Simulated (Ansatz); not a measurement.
The reference is SnTe in the rock salt structure (space group Fm-3m, No. 225; a = 6.3712 Å).

Method: r2SCAN, PAW, 500 eV (Ansatz, a quantum-chemistry and plane-wave program; spin-orbit coupling left out), earlier PAW set.

Base values:

The gap between the host's bands is 0.13 eV.

Now apply this change: 0.194 holes added to each cell, a density of 3.0×10^21 cm⁻³, with a uniform compensating background at fixed cell and a 300 K Fermi–Dirac width.

**Question.** Predict the new gap between the host's bands.

**Answer.** The gap between the host's bands grows by 0.03 eV to 0.16 eV.

**Question.** Predict the new Fermi level from band edge.

**Answer.** The Fermi level relative to the doped band's edge (positive inside the band; to 0.05 eV) comes out as +0.80 eV.

Charged cell with a jellium background: band edges are those of the host's band count, energies are not comparable with the neutral cell, and many-body gap narrowing is missing. With Te present, leaving out spin-orbit coupling can change the band edges. No phonon test of stability was made. A zero or small gap of SnTe can be the functional's error rather than a property of the material.
